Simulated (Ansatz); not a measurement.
L1₀ (CuAu-type) TiAl was calculated with rVV10 (PAW; Ansatz, a program for electronic structure).

Settings: plane-wave cutoff 520 eV, 20×20×14 k mesh (along the axes of the cell as run), Fermi–Dirac smearing 0.05 eV, no spin polarisation, scalar-relativistic PAW data made under PBE.

Cell (relaxed at this level):

AlTi is modelled in the tetragonal space group P4/mmm (No. 123), Pearson symbol tP2. Conventional cell: a = b = 2.8211 Å, c = 4.0650 Å, α = β = γ = 90.00°. Ti on 1a is surrounded by 4 Ti at 2.821 Å and 8 Al at 2.848 Å (cuboctahedral). Al on 1d has 4 Al at 2.821 Å and 8 Ti at 2.848 Å (cuboctahedral). (Neighbours: up to the widest gap in distance over summed covalent radii, below 1.35, at either atom.)

Problem. What does this level give for the bulk modulus and pressure derivative B′ of the bulk modulus?

Solution. 
* **bulk modulus**: 116 GPa
* **pressure derivative B′ of the bulk modulus**: 4.0

The run finds no gap.

Note: the bulk modulus comes from volumes at which shape and atoms were relaxed.

Static lattice: no zero-point or thermal effects.
